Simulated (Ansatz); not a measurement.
## PbTe: energy against volume

PbTe (rock salt, Fm-3m, 34.874 Å³/atom and stress up to 0.01 GPa in the relaxed cell, cube axes along x, y and z) under an equal strain ε along all three axes. r2SCAN in Ansatz, a plane-wave DFT program (PAW, default set), 500 eV, 9×9×9 Γ-centred mesh, Fermi-Dirac smearing 0.05 eV; ions are relaxed, or left where forces stay under 0.02 eV/Å, within the symmetry of each cell.

Here V stands for volume and E for E less E0.

| volume (Å³/atom) | E less E0 (meV/atom) | pressure (GPa) |
|---|---|---|
| 31.8290 | ? | ? |
| 32.8235 | 17.76 | 2.93 |
| 33.3285 | 9.82 | 2.12 |
| 33.8386 | 4.30 | 1.36 |
| 34.3539 | 1.06 | 0.66 |
| 34.8744 | 0.00 | 0.00 |
| 35.4002 | 1.00 | -0.61 |
| 35.9312 | 3.96 | -1.17 |
| 36.4675 | 8.78 | -1.70 |
| 37.0090 | 15.36 | -2.19 |

Fit E of the 9 rows that show it with the third-order Birch-Murnaghan form, a cubic in V^(-2/3). With u = V^(-2/3) - 0.0937, the rows have u = 0.0038461, 0.0028583, 0.0018854, 0.0009272, -0.0000167, -0.0009467, -0.0018628, -0.0027654, -0.0036546. Least squares gives E = 0.000 + 52.7·u + 1175404·u² + 2980763·u³. Residuals (row less fit): 0.001, -0.003, 0.002, -0.002, 0.001, -0.001, -0.001, 0.000, -0.001; standard error 0.002 (degrees of freedom: 5). Its minimum lies at u = -0.0000224, so V0 = (0.0936776)^(-3/2) = 34.88. There d²E/du² = 2350000 and d³E/du³ = 1.788e7, so B0 = (4/9) × 34.88^(-7/3) × 2350000 × 0.160218 = 42.1 GPa (the last factor turns the table's units into GPa), and B0' = 4 + (2/3) × 0.0936776 × (1.788e7)/2350000 = 4.5. B0' rests on the cubic coefficient alone and has a standard error of 0.1 from these residuals.

Q: What does the fit predict for E at V = 31.8290, and how far is the calculated value from it?

A: u = 0.0058676, so E = 0.000 + 52.7 × 0.0058676 + 1175404 × 0.0058676² + 2980763 × 0.0058676³ = 41.379 meV/atom. The calculation gives 41.36 meV/atom, 0.019 meV/atom below the prediction (0.0 % of the range of E in the table). The row lies outside the fitted rows, so this is an extrapolation. The scatter of the fitted rows lies at the last printed digit.

Spin-orbit coupling is left out, which can shift these values for the heavy elements here. Other structures, which can take over under pressure, weren't tried. The same form fitted to the pressure column gives B0' = 4.5; series where the two differ by over 0.4 aren't shown. Rows are the converged runs of the series near zero and its far end, less any whose ions stayed unrelaxed beside relaxed ones; series whose fitted rows scatter by over a few per cent of the range, as at a crossing or softening among them, aren't shown in this form.
